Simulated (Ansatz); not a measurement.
Ansatz (a quantum-chemistry and plane-wave program) run on AgI (F-43m, 2 atoms in the cell): relaxation of cell and atoms.

Computed with PBE, PAW files (plane waves; Ansatz).

```
CELL_PARAMETERS angstrom
      0.00000     3.22630     3.22630
      3.22630     0.00000     3.22630
      3.22630     3.22630     0.00000
ATOMIC_POSITIONS crystal
  Ag 0.00000 0.00000 0.00000
  I  0.75000 0.75000 0.75000
```

Reference input (self-consistent single point, DFT, PBE, plane waves, PAW files): kpoints.mp_grid.grid = 9 9 9; hamiltonian.xc = pbe; hamiltonian.pseudopotentials = {kind: paw} (the program's default PAW files); scf.occupations.method = fermi_dirac; scf.occupations.width = 0.01 eV. This run's input differs from it in these lines:

```diff
@@ -16,2 +16,4 @@
   occupations: { method: fermi_dirac, width: 0.01 }
+relax:
+  cell: {}
 output:
```

Output (repeated stretches shortened):

```
   [... SCF lines of the steps left out ...]
relax step   1: F+E_penalty+E_count = -15104.13212304 eV  Δ(F+E_penalty+E_count) = +0.000e0 eV  max|allowed force component| = 9.483e-17 eV/Å  Δτ_max = 0.0000 Å  P = +2.601 GPa  Ω = 67.165 Å³  (8 SCF iters, dr2 threshold 1.00e-7 eV, accepted)
relax step   2: F+E_penalty+E_count = -15104.17253937 eV  Δ(F+E_penalty+E_count) = -4.042e-2 eV  max|allowed force component| = 3.643e-17 eV/Å  Δτ_max = 0.0000 Å  P = -0.236 GPa  Ω = 73.532 Å³  energy of the carried Pulay correction = -1.371e-3 eV  [...]
   [... lines left out ...]
relax step   5: F+E_penalty+E_count = -15104.17422569 eV  Δ(F+E_penalty+E_count) = -5.663e-5 eV  max|allowed force component| = 5.869e-17 eV/Å  Δτ_max = 0.0000 Å  P = +0.001 GPa  Ω = 72.802 Å³  energy of the carried Pulay correction = +3.100e-5 eV  [...]
relax step   6: F+E_penalty+E_count = -15104.17419236 eV  Δ(F+E_penalty+E_count) = +3.332e-5 eV  max|allowed force component| = 3.961e-17 eV/Å  Δτ_max = 0.0000 Å  P = +0.002 GPa  Ω = 72.802 Å³  stress off target by 1.51e-3 GPa  SCF on the basis [...]
basis re-selected at this cell: Δ(F+E_penalty+E_count) = +3.332e-5 eV, ΔP = +0.000 GPa vs the last step
the relaxation is at rest under the 24 symmetry operations that the run kept from its start: a minimum is not shown …
Free energy (F): -15104.174192 eV
Internal energy: -15104.174192 eV  (E = F + TS)
E sigma→0 (E₀):  -15104.174192 eV
Fermi energy:    6.627875 eV
--- Forces (eV/Å), atoms counted from 1 ---
  atom   1  Ag    -0.00000000     0.00000000     0.00000000
  atom   2  I      0.00000000    -0.00000000    -0.00000000
   [... lines left out ...]
  cell:  # Å, volume = 72.8015 Å³
    - [2.3438711351319713e-33, 3.3141345577412284, 3.3141345577412284]
    - [3.3141345577412284, 1.2381754039936283e-32, 3.3141345577412284]
    - [3.3141345577412284, 3.3141345577412284, 9.732160582830577e-33]
  atoms:
    - { symbol: Ag, position: [1.7908414047060449e-34, 4.9745594575167905e-34, -8.954207023530222e-34] }
    - { symbol: I, position: [0.7499999999999999, 0.7499999999999999, 0.7499999999999999] }
```

The run converged. 

Summary of the result:
```
Item                                                                                 Value
------------------------------------------------  ----------------------------------------
Free energy E − TS (on the zero of these files)                             -15104.1742 eV
Top of the valence band (on the code's own zero)                                   5.95 eV
Gap on the k-point mesh                                                            1.34 eV
Pressure                                                                          0.00 GPa
Final cell                                        a = b = c = 4.6869 Å, α = β = γ = 60.00°
Final volume per atom                                                             36.40 Å³
Relaxation steps                                                                         6
```

The starting cell comes from a database of computed structures (which also holds hypothetical and non-ambient phases and stackings), without a prior relaxation at this level. Its lattice was rescaled by a random factor within 2.5 % of one. Spin-orbit coupling is off. The relaxation keeps the symmetry of its start, so its end need not be a minimum. Ansatz's pressure includes its estimate of the finite-basis (Pulay) stress.

Cost on one core of a shared machine: roughly 30 s.

Keys are those of Ansatz 0.2.
